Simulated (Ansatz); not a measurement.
BP under load (space group I-4m2), r2SCAN with spin-orbit coupling, rigid bands run with Ansatz (a first-principles code). Condition of this run: biaxial stress in (001) of 12 GPa (compression positive) (the target of the relaxation). Band gap 0.98 eV, N_c = 2.64e19 cm⁻³ and N_v = 1.14e19 cm⁻³ at 300 K, conductivity masses along y (a = (0.00, 2.20, 2.29) Å; b = (2.20, 0.00, 2.29) Å; c = (2.20, 2.20, 0.00) Å) of 0.393 mₑ (electrons) and 0.369 mₑ (holes). Take k_BT = 0.02585 eV.

### Question
A film of it is 3 nm thick, with its normal along the direction named. Estimate the confinement energies in an infinite well.

### Answer
ħ²π²/(2m t²) = 0.376 eV·nm²/(m/mₑ × t²) gives 106 meV for electrons and 113 meV for holes, so the gap would widen to about 1.20 eV. Finite barriers and nonparabolic bands lower this, and with several valleys or bands the heaviest mass along the normal sets the lowest level, not this average.

### Question
What built-in voltage has an abrupt junction with N_A = 1e17 and N_D = 1e18 cm⁻³, all dopants ionised?

### Answer
V_bi = E_g/e − (k_BT/e) ln(N_c N_v/(N_A N_D)) = 0.98 − 0.02585 × 8.01 = 0.77 V, for the computed gap.

### Question
Find the intrinsic carrier density and the intrinsic Fermi level.

### Answer
n_i = √(N_c N_v) exp(−E_g/2k_BT) = 1.73e19 × exp(−18.95) = 1.0e11 cm⁻³. The level lies (k_BT/2) ln(N_v/N_c) = -11 meV from mid-gap (positive towards the conduction band). Each 0.1 eV added to the gap lowers n_i by a factor of 6.9.

Rigid bands with the computed gap; masses take one relaxation time for all states. Geometry: cell and atoms relaxed with PBEsol.
